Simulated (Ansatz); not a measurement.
Pair distribution function (total) of Si (diamond structure), cell Si64, started from the crystal [in the run: it stayed crystalline; mean temperature 1608 K (target 1550 K); density 2.23 g/cm³, volume +4 % from the start crystal's; Γ point only, which a denser mesh shifts by -0.3 GPa in pressure and 0.11 eV/Å in forces], from MD at 1608 K. Computed with PBE (plane waves, PAW; Ansatz, a program for electronic structure). Volume per atom 20.90 Å³, mean pressure 0.1 GPa. 

```
r (Å) | g(r)
     1.50 |  0.00
     1.54 |  0.00
     1.58 |  0.00
     1.62 |  0.00
     1.66 |  0.00
     1.70 |  0.00
     1.74 |  0.00
     1.78 |  0.00
     1.82 |  0.00
     1.86 |  0.00
     1.90 |  0.00
     1.94 |  0.00
     1.98 |  0.01
     2.02 |  0.01
     2.06 |  0.04
     2.10 | # 0.17
     2.14 | ### 0.41
     2.18 | ####### 0.87
     2.22 | ############# 1.51
     2.26 | ################### 2.31
     2.30 | ########################## 3.05
     2.34 | ############################## 3.54
     2.38 | ############################## 3.57
     2.42 | ########################### 3.17
     2.46 | ####################### 2.77
     2.50 | ################## 2.18
     2.54 | ############## 1.69
     2.58 | ########## 1.17
     2.62 | ####### 0.80
     2.66 | ##### 0.57
     2.70 | ### 0.34
     2.74 | ## 0.22
     2.78 | # 0.13
     2.82 | # 0.10
     2.86 |  0.05
     2.90 |  0.03
     2.94 |  0.03
     2.98 |  0.02
     3.02 |  0.01
     3.06 |  0.02
     3.10 |  0.03
     3.14 |  0.03
     3.18 |  0.05
     3.22 | # 0.08
     3.26 | # 0.10
     3.30 | # 0.16
     3.34 | ## 0.21
     3.38 | ### 0.33
     3.42 | ### 0.41
     3.46 | #### 0.49
     3.50 | ###### 0.67
     3.54 | ####### 0.84
     3.58 | ######## 0.95
     3.62 | ########## 1.17
     3.66 | ############ 1.40
     3.70 | ############# 1.56
     3.74 | ############### 1.76
     3.78 | ################ 1.92
     3.82 | ################# 2.08
     3.86 | ################## 2.13
     3.90 | ################## 2.15
     3.94 | ################## 2.20
     3.98 | ################## 2.18
     4.02 | ################## 2.10
     4.06 | ################# 1.98
     4.10 | ################ 1.89
     4.14 | ############### 1.76
     4.18 | ############# 1.60
     4.22 | ############# 1.55
     4.26 | ############ 1.48
     4.30 | ############ 1.38
     4.34 | ############ 1.43
     4.38 | ############ 1.39
     4.42 | ############ 1.38
     4.46 | ############ 1.43
     4.50 | ############ 1.40
     4.54 | ########### 1.35
     4.58 | ########### 1.32
     4.62 | ########### 1.29
     4.66 | ########### 1.27
     4.70 | ########## 1.15
     4.74 | ######### 1.10
     4.78 | ######## 1.00
     4.82 | ######## 0.91
     4.86 | ####### 0.80
     4.90 | ###### 0.70
     4.94 | ##### 0.64
     4.98 | ##### 0.55
     5.02 | #### 0.51
     5.06 | #### 0.45
```

**Question.** Read off where the first shell ends and the number of neighbours in it.

**Answer.** first minimum near 3.0 Å (g down to about 0.01); 4.0 neighbours in the shell, from n = 4πρ∫r²g(r)dr.
